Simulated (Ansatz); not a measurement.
By hand: formation energy of O_i in Al (fcc, Fm-3m)

Consider the formation energy of O_i in Al (fcc, Fm-3m). Reaction: 32 Al (fcc) + 1/2 O2 (gas) → cell A.

A: a supercell of 32 sites of Al (fcc, Fm-3m) with O off the lattice sites (6 Al at 2.12 Å); spin state with PBE: run without spin.

Setting: static, neutral cells in Ansatz (PAW) whose structures rest at the PBE level. Ansatz (an electronic-structure program) runs with its PAW set soft_1. Other levels take these structures. The lattices are those relaxed with PBE, so at other levels the solids can be strained. Larger cells are relaxed from a start prepared with the learned potential CHGNet, on a coarser mesh till forces fall under 0.03 eV/Å, which some starts already meet. A dispersion term (D3(BJ), or D4 for r2SCAN) was computed beside these levels and is taken off wherever the name lacks it. Space groups of crystals are read within 0.01 Å. Mesh and cell size may move defect energies by 0.1 eV or more. Cell A has symmetry Pm-3m within 0.02 Å and got no random move, so less symmetric positions, which may lie lower, weren't tried.

Total energies of the cells in eV, at zero smearing width. They compare only within one column; the weights balance every element.

```json
[
 {"cell": "A: Al:O_i", "atoms": "33", "weight": "+1", "r2SCAN": "-17860.93239"},
 {"cell": "Al (fcc)", "atoms": "32", "weight": "−1", "r2SCAN": "-17292.87307"},
 {"cell": "O2 (gas)", "atoms": "2", "weight": "−1/2", "r2SCAN": "-1131.97288"}
]
```

r2SCAN: (-17860.93239) − (-17292.87307) − 1/2 × (-1131.97288) = -2.073 eV.
